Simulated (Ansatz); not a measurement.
SnO2 (within 0.1 Å of P4₂/mnm, No. 136, 12 atoms in the cell; start mp-1041584) was calculated with r²SCAN (Ansatz, a quantum-chemistry and plane-wave program, PAW).

Run with plane-wave cutoff 560 eV, 8×8×8 k mesh, Fermi–Dirac smearing 0.01 eV, scalar-relativistic PAW data made under PBE.

Cell (relaxed at this level):

```
SnO2
1.0
   -3.20060     3.36573     3.36576
    3.20060    -3.36573     3.36576
    3.20060     3.36573    -3.36576
Sn O
4 8
Direct
  0.99994   0.24994   0.75000
  0.00006   0.75006   0.25000
  0.50000   0.50000   0.50000
  0.50000   0.00000   0.00000
  0.19408   0.19413   0.50005
  0.80592   0.80587   0.49995
  0.19408   0.69403   0.99995
  0.80592   0.30597   0.00005
  0.69415   0.75008   0.94408
  0.30585   0.24992   0.05592
  0.30600   0.75008   0.55592
  0.69400   0.24992   0.44408
```

**Question.** Give the computed band gap.

**Answer.** 
* **band gap**: 1.77 eV

Spin–orbit coupling is not included.

It cost about 2.8 core-minutes (a rough figure) of CPU time.

A start named mp-… is a Materials Project structure, which need not be a measured phase.
